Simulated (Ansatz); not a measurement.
A user runs Ansatz (an electronic-structure program) on SbRh (Pnma, 8 atoms in the cell) and asks whether the run is sound. The aim is a self-consistent single point with DFT, PBEsol, plane waves, default PAW files made with PBE.

This input was run:

Ansatz 0.2 input:
```yaml
crystal:
  lattice:
    - [5.97180000, 0.00000000, 0.00000000]
    - [0.00000000, 3.86210000, 0.00000000]
    - [0.00000000, 0.00000000, 6.32420000]
  atoms:
    - { symbol: Rh, position_ang: [0.03165054, 0.96552500, 1.22815964] }
    - { symbol: Rh, position_ang: [2.95424946, 2.89657500, 4.39025964] }
    - { symbol: Rh, position_ang: [3.01755054, 0.96552500, 1.93394036] }
    - { symbol: Rh, position_ang: [5.94014946, 2.89657500, 5.09604036] }
    - { symbol: Sb, position_ang: [1.16390382, 0.96552500, 3.74076430] }
    - { symbol: Sb, position_ang: [1.82199618, 2.89657500, 0.57866430] }
    - { symbol: Sb, position_ang: [4.14980382, 0.96552500, 5.74553570] }
    - { symbol: Sb, position_ang: [4.80789618, 2.89657500, 2.58343570] }
basis:
  ecutwfc: 30.9 Ry
  ecutrho_ratio: 1
kpoints:
  mp_grid: { grid: [5, 8, 5] }
hamiltonian:
  xc: pbesol
  pseudopotentials: { kind: paw }
scf:
  occupations: { method: gaussian, width: 0.0073 Ry }
output:
  forces: true
  eigenvalues: true
  stress: true
```

Output (repeated stretches shortened):

```
WARN basis.ecutrho_ratio = 1 (ecutrho = 420.4159175005146 eV) is below the records' recommended cutoff
settings of this run that can trade accuracy for cost: basis.ecutrho_ratio < 4. Do not mix this run's numbers with those of runs without the same settings …
   [... lines left out ...]
Pseudopotential: Sb, paw, valence charge 15
Crystal: 8 atoms, lattice volume = 145.859 Å³
Basis set: ecut = 420.4159175005146 eV, 2871 PW (Γ), exchange–correlation on 60×40×64 points (8 copies of the dense FFT grid, shifted against one another)
Bands: 77, of which v1, the nominal top of the filled ones, is band 64 counted from 1 (63 counted from 0)
Symmetry: 8 space group operations
Space group: Pnma (ITA 62), of the structure as read, at distance tolerance 5.3e-5 Å
k-points: 45 of 200
PAW frozen core: Rh, regenerated for the run's functional, and the local potential with it
PAW frozen core: Sb, regenerated for the run's functional, and the local potential with it
Initial density: superposition of atomic densities (neutral atoms: chi_scale 0, normalization atom), corrected by the library's trained network
Initial wavefunctions: pseudopotential atomic-orbital guess
Eigensolver: davidson
Functional: x = pbesol(κ = 0.804, μ = 0.12345679012345678), c = pbesol(β = 0.046)
SCF iter   1: F=—  HF=-50991.934831 eV  |F-HF|=—  |Δ(HF+E_count)|=         —  Δρ=7.73e-3  dr2=7.12e-2  ethr=1.77e-3  ⟨swp⟩=6.0  Hψ=12731  notcnv=0  defer=46
all-band conjugate gradients solve this SCF's bands
preconditioner: auto → Kerker (q_TF=auto, 2.670 Å⁻¹)
SCF iter   2: F=—  HF=-50991.924535 eV  |F-HF|=—  |Δ(HF+E_count)|=   1.03e-2  Δρ=3.75e-3  dr2=1.79e-2  ethr=5.57e-5  ⟨swp⟩=1.6  Hψ=4060  notcnv=0  defer=55
   [... lines left out ...]
SCF iter   5: F=—  HF=-50991.921878 eV  |F-HF|=—  |Δ(HF+E_count)|=   2.98e-4  Δρ=4.71e-5  dr2=4.09e-6  ethr=3.40e-8  ⟨swp⟩=2.0  Hψ=6119  notcnv=0  defer=55
SCF iter   6: F=—  HF=-50991.921877 eV  |F-HF|=—  |Δ(HF+E_count)|=   6.25e-7  Δρ=1.18e-5  dr2=3.49e-7  ethr=3.19e-9  ⟨swp⟩=2.0  Hψ=4201  notcnv=0  defer=55
SCF iter   7: F=-50991.921877 eV  HF=-50991.921877 eV  |F-HF|=1.08e-8  |Δ(HF+E_count)|=   4.31e-8  Δρ=5.61e-6  dr2=3.35e-8  ethr=7.81e-11  ⟨swp⟩=9.8  Hψ=14002  notcnv=0
SCF 1 converged in 7 iterations: F = -50991.921877 eV  dr2 = 3.35e-8
Free energy (F): -50991.921877 eV
Internal energy: -50991.905968 eV  (E = F + TS)
E sigma→0 (E₀):  -50991.913923 eV
Entropy (-TS):   -0.015908 eV (-1.989 meV/atom)
Fermi energy:    17.396776 eV
--- Forces (eV/Å), atoms counted from 1 ---
  atom   1  Rh     0.07770658     0.00000000    -0.08294530
  atom   2  Rh    -0.07770658     0.00000000    -0.08294530
  atom   3  Rh     0.07770658     0.00000000     0.08294530
  atom   4  Rh    -0.07770658    -0.00000000     0.08294530
  atom   5  Sb     0.08008592    -0.00000000     0.02442792
  atom   6  Sb    -0.08008592     0.00000000     0.02442792
  atom   7  Sb     0.08008592    -0.00000000    -0.02442792
   [... lines left out ...]
  P = ⅓ Tr σ = 2.0108 GPa (20.108 kbar)
  The stress holds the Pulay correction, which leaves out the density cutoff's part. Without it, at fixed plane waves, as pw.x and ABINIT print it …
settings of this run that can trade accuracy for cost: basis.ecutrho_ratio < 4. Do not mix this run's numbers with those of runs without the same settings …
```

Problem. Can these results be used? Check the input.

Solution. The run is not sound. The fault is a density cutoff or grid that is too coarse. The charge density holds wave vectors up to twice those of the orbitals (four times the energy cutoff), and augmentation charges need more still. To fix it, restore the density cutoff. The run converged in 7 iterations without an error; against the sound input the free energy falls by 72.7 meV/atom, the pressure goes from 0.12 to 2.01 GPa and the largest force goes from 0.122 to 0.114 eV/Å. The full log also holds (shortened here): “WARN basis.ecutrho_ratio = 1 (ecutrho = 420.4159175005146 eV) is below the records' recommended cutoff”. At a fixed set of plane waves, without the program's Pulay estimate, the pressure is 1.89 GPa against 0.04 GPa.

An input that runs soundly differs in these lines (not the only fix; some lines may just follow from the change or write a value another way):
```diff
-  ecutrho_ratio: 1
```

With that input, the run converged in 7 iterations: free energy E − TS (on the zero of these files) -50991.3405 eV; Fermi level (on the code's own zero) 17.39 eV; pressure 0.12 GPa; largest force (vector length) 0.122 eV/Å (DFT, PBEsol, plane waves, default PAW files made with PBE).

On the sound input: the starting cell comes from a database of published, mostly measured structures (it also holds non-ambient and calculated ones), without a prior relaxation at this level. Spin-orbit coupling is off. Spin polarisation is off. Ansatz's pressure includes its estimate of the finite-basis (Pulay) stress.
